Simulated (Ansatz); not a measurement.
Input:

```
CELL_PARAMETERS angstrom
      0.03937     3.45392     3.45392
      3.45392     0.03937     3.45392
      3.49330     3.49330     0.00000
ATOMIC_POSITIONS crystal
  Sr 0.00000 0.00000 0.00000
  Cl 0.24788 0.24788 0.25212
  Cl 0.75212 0.75212 0.74788
```

No spin polarisation.

Calculations: PBEsol/PAW in Ansatz (a quantum-chemistry and plane-wave program), spin-orbit coupling left out. k-mesh 8×8×8 (Γ-centred); smearing 0.05 eV (Fermi–Dirac).

### Question
Predict the smallest direct gap.

### Answer
5.34 eV.

### Question
What is the computed pressure (mean of the normal stresses, compression positive)?

### Answer
0.1 kbar.

The cells carry an imposed strain or load. Whether these cells are dynamically stable was not tested. The cell was made from SrCl₂ in the fluorite structure (space group Fm-3m, No. 225) by this change: tensor shear ε_xy = +1.14 %.
